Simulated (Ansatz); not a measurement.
# Rb3AgSn3Se8 (P4/nbm, No. 125; structure not from a measured cell): smallest direct gap on the k points sampled by level of theory

No measured value is used here.

Question: Put these levels in order of the smallest direct gap on the k points sampled that they give for Rb3AgSn3Se8 (P4/nbm, No. 125; structure not from a measured cell), smallest first: HSE06 (Ansatz, a program for electronic structure), LDA (Ansatz), PBE0 (Ansatz), PBEsol (Ansatz), r²SCAN (Ansatz).

Answer: LDA (1.05 eV), PBEsol (1.14 eV), r²SCAN (1.48 eV), HSE06 (2.06 eV), PBE0 (2.73 eV)

Computed values are for a static lattice. Levels without +SOC have no spin–orbit coupling; where heavier elements are present it shifts gaps, mostly down, and can invert bands.  Values are at the PBEsol cell. Cutoffs and k meshes differ between the levels. Ansatz's density-functional and Hartree–Fock values are scalar-relativistic unless marked +SOC, with PAW data made under PBE.
